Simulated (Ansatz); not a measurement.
Levels about the gap of amorphous hafnium silicate (Hf$_{10}$Si$_{10}$O$_{40}$) (60 atoms in a cell of 877 Å³, 5.12 g/cm³; zone centre alone, so wide bands show as single levels with stretches between that a denser mesh fills), at the geometry that PBE relaxed, where it gives 0.0 GPa on a denser mesh. The participation number counts the atoms over which a state spreads; weights are charges in smoothed Voronoi cells. The levels come from a single point, so bond lengths are those of that geometry. Method of the levels: r2SCAN, scalar-relativistic without spin-orbit coupling (Ansatz, a first-principles code). Sampling: the zone centre alone; Fermi-Dirac width 0.02 eV; no spin polarisation. At PBE the levels at the filled edge of the gap are localised (band-tail or defect states).

The cell was made by melting and quenching with the CHGNet potential and then relaxed with DFT. O atoms were pushed apart under 1.9 Å during the dynamics, to hinder bonds among them. The hot cell started wider than the set density and was brought back towards it in steps. It is the lowest in DFT energy of 2 quenches. It is a model cell: composition and starting density were chosen by hand, and all elements were melted together. No dispersion term was used. Its density started from a set value of 5.40 and ended at 5.12 g/cm³. The simulated quench (nominally 91 K/ps over its main leg) is rapid and tends to freeze in more defects than a deposited or slowly cooled glass has. A cell of this size samples the disorder only roughly. Volume and shape were free in the relaxation.

```json
[
 {"E - E(highest filled), eV": "-0.33", "filling": "filled", "participation number": "16.0", "largest on": "O, 2 neighbours", "weight O": "0.95", "weight Hf": "0.03", "weight Si": "0.02"},
 {"E - E(highest filled), eV": "-0.26", "filling": "filled", "participation number": "8.6", "largest on": "O, 2 neighbours", "weight O": "0.95", "weight Hf": "0.04", "weight Si": "0.01"},
 {"E - E(highest filled), eV": "-0.19", "filling": "filled", "participation number": "8.5", "largest on": "O, 2 neighbours", "weight O": "0.95", "weight Hf": "0.03", "weight Si": "0.01"},
 {"E - E(highest filled), eV": "-0.14", "filling": "filled", "participation number": "11.2", "largest on": "O, 2 neighbours", "weight O": "0.95", "weight Hf": "0.03", "weight Si": "0.02"},
 {"E - E(highest filled), eV": "-0.11", "filling": "filled", "participation number": "10.8", "largest on": "O, 2 neighbours", "weight O": "0.96", "weight Hf": "0.02", "weight Si": "0.02"},
 {"E - E(highest filled), eV": "-0.06", "filling": "filled", "participation number": "15.4", "largest on": "O, 2 neighbours", "weight O": "0.96", "weight Hf": "0.02", "weight Si": "0.02"},
 {"E - E(highest filled), eV": "0.00", "filling": "filled", "participation number": "7.8", "largest on": "O, 2 neighbours", "weight O": "0.96", "weight Hf": "0.03", "weight Si": "0.02"},
 {"E - E(highest filled), eV": "4.83", "filling": "empty", "participation number": "27.9", "largest on": "Hf, 5 neighbours", "weight O": "0.56", "weight Hf": "0.38", "weight Si": "0.06"},
 {"E - E(highest filled), eV": "5.07", "filling": "empty", "participation number": "16.8", "largest on": "Hf, 5 neighbours", "weight O": "0.39", "weight Hf": "0.58", "weight Si": "0.03"},
 {"E - E(highest filled), eV": "5.28", "filling": "empty", "participation number": "12.4", "largest on": "Hf, 5 neighbours", "weight O": "0.35", "weight Hf": "0.63", "weight Si": "0.02"},
 {"E - E(highest filled), eV": "5.43", "filling": "empty", "participation number": "12.0", "largest on": "Hf, 6 neighbours", "weight O": "0.36", "weight Hf": "0.61", "weight Si": "0.03"},
 {"E - E(highest filled), eV": "5.50", "filling": "empty", "participation number": "12.2", "largest on": "Hf, 5 neighbours", "weight O": "0.35", "weight Hf": "0.63", "weight Si": "0.02"},
 {"E - E(highest filled), eV": "5.59", "filling": "empty", "participation number": "10.8", "largest on": "Hf, 6 neighbours", "weight O": "0.35", "weight Hf": "0.61", "weight Si": "0.03"},
 {"E - E(highest filled), eV": "5.71", "filling": "empty", "participation number": "15.2", "largest on": "Hf, 5 neighbours", "weight O": "0.36", "weight Hf": "0.62", "weight Si": "0.02"}
]
```

Most localised among these is the filled level at +0.00 eV, on a O atom, which has 2 neighbours (Si 1.63 Å, Hf 1.98 Å).
